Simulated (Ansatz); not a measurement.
## Smallest direct gap on the k points sampled of SrTiO₃ (I4/mcm, No. 140, 10 atoms in the cell; start mp-4651) at several levels of theory

No measured value is used here.

```
level (code)                                 value (eV)  cell (Å³/atom)
-------------------------------------------  ----------  --------------
LDA (Ansatz)                                 (withheld)           11.42
PBEsol (Ansatz)                                    1.98           11.76
r²SCAN (Ansatz)                                    2.32           11.92
r²SCAN+rVV10 (Ansatz)                              2.34           11.83
dielectric-dependent PBEsol hybrid (Ansatz)        3.33           11.76
HSE06 (Ansatz)                               (withheld)           11.76
PBE0 (Ansatz)                                      4.22           11.76
```

### Question
What belongs in the gaps?

### Answer

- LDA (Ansatz, a quantum-chemistry and plane-wave program), value (eV): 2.02
- HSE06 (Ansatz), value (eV): 3.48

Computed values are for a static lattice. Spin–orbit coupling is included only where a level's name says +SOC; with heavier elements it mostly lowers gaps and can invert bands.  Values are at the level's own relaxed cell; dielectric-dependent PBEsol hybrid at the PBEsol cell; HSE06 at the PBEsol cell; PBE0 at the PBEsol cell. Cutoffs and k meshes differ between the levels. Ansatz's density-functional and Hartree–Fock values are scalar-relativistic unless marked +SOC, with PAW data made under PBE.

A start named mp-… is a Materials Project structure, which need not be a measured phase.
